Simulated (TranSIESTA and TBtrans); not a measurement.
# Ga chain with one bond stretched by 0.6 Å

Device: Ga chain with one bond stretched by 0.6 Å. Leads: straight Ga chain, spacing 2.703 Å. Geometry: as built, not relaxed.

TranSIESTA and TBtrans, PBE, DZP numerical orbitals (energy shift 0.15 eV), PseudoDojo norm-conserving scalar-relativistic potentials, mesh cutoff 200 Ry, 300 K, no spin polarisation, no spin-orbit coupling; self-consistent non-equilibrium Green functions.

```
Quantity                           Result
---------------------------------  ------
Conductance at 300 K (G0 = 2e²/h)    2.57
Mean T from −0.5 to 0.5 eV           1.85
```

Energies count from the leads' Fermi level. Transmissions are for one spin of a degenerate pair. The energy step is 0.01 eV; narrower resonances are cut or missed.

```
E (eV)     T  lead channels
------  ----  -------------
-2.00      0              0
-1.90      0              0
-1.80      0              0
-1.70      0              0
-1.60      0              0
-1.50      0              0
-1.40   0.27              1
-1.30   0.83              1
-1.20   0.86              1
-1.10   0.87              1
-1.00   0.87              1
-0.90   0.88              1
-0.80   0.88              1
-0.70   0.88              1
-0.60   0.88              1
-0.50   0.88              1
-0.40   0.88              1
-0.30   0.88              1
-0.20   0.88              1
-0.10   2.40              3
0.00    2.60              3
0.10    2.52              3
0.20    2.40              3
0.30    2.28              3
0.40    2.20              3
0.50    2.15              3
0.60    2.12              3
0.70    2.12              3
0.80    2.13              3
0.90    2.16              3
1.00    2.18              3
1.10    2.21              3
1.20    2.24              3
1.30    2.26              3
1.40    2.28              3
1.50    2.29              3
1.60    2.29              3
1.70    2.29              3
1.80    2.28              3
1.90    2.27              3
2.00    2.26              3
```

The straight chain is held at its spacing; free chains may zigzag or dimerise. No spin-polarised start was tried, so a magnetic state, if there is one, is missed.
